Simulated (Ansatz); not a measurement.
# Sb in the diamond structure (space group Fd-3m, No. 227; a hypothetical phase, not in the database extracts checked)

```xyz
2
Lattice="0.0000 3.4932 3.4932 3.4932 0.0000 3.4932 3.4932 3.4932 0.0000" Properties=species:S:1:pos:R:3 pbc="T T T"
Sb     5.2397     5.2397     5.2397
Sb     3.4932     3.4932     3.4932
```

Computed with PBE/PAW in Ansatz (a first-principles code), without spin-orbit coupling. Γ-centred 12×12×12 mesh, Fermi–Dirac width 0.05 eV.

The volume per atom comes out as 42.62 Å³ and the density is 4.74 g/cm³. The band gap comes out as zero and the total energy is -6484.184 eV/atom (σ→0; compares only within this code and set-up).

No phonon test of stability was made.
